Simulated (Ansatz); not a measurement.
## What pressure 5 GPa does to InP

Base system: InP in the zinc blende structure (space group F-43m, No. 216; a = 5.960 Å).

It is then changed as follows: a hydrostatic pressure of 5 GPa.

The values are results of PBE/PAW in Ansatz (a first-principles code), no spin-orbit coupling, earlier PAW set, not measurements. k-mesh 10×10×10 (Γ-centred); smearing 0.05 eV (Fermi–Dirac).

The volume per atom drops by 1.82 Å³ to 24.64 Å³ and the density grows by 0.34 g/cm³ to 4.91 g/cm³. The lattice parameter a falls by 0.140 Å, from 5.960 Å to 5.820 Å and the shortest interatomic distance falls by 0.0605 Å, from 2.581 Å to 2.520 Å. The enthalpy H = E + PV relative to the base's energy is +0.80 eV/atom and the band gap rises by 0.39 eV to 0.83 eV. The gap character remains direct at Γ and the mean gap deformation potential ΔEg/Δln V comes out as -5.5 eV. The width of the top valence band goes up by 0.314 eV, from 2.69 eV to 3.01 eV and the electron mass goes from 0.037 mₑ (at Γ) to 0.064 mₑ (at Γ). The hole mass (degenerate bands, along [100]) becomes 0.064, 0.42, 0.42 mₑ (at Γ) (base: 0.037, 0.46, 0.46 mₑ (at Γ)) and the valley order (the lowest conduction-band minima on the path, energy above the VBM, named in the base's zone) goes from Γ 0.44 eV; L along ⟨111⟩ 1.38 eV; X along ⟨100⟩ 1.85 eV to Γ 0.83 eV; L along ⟨111⟩ 1.55 eV; X along ⟨100⟩ 1.73 eV.

Load acts through the strain it causes; cell and atoms are relaxed under it. Effective masses come from finite differences of ±0.01 Å⁻¹. Whether these cells are dynamically stable was not tested. Tetrahedral semiconductors of this kind turn to denser phases somewhere between about 1 and 50 GPa; those were not computed, so compressed cells here can lie past the real transition.
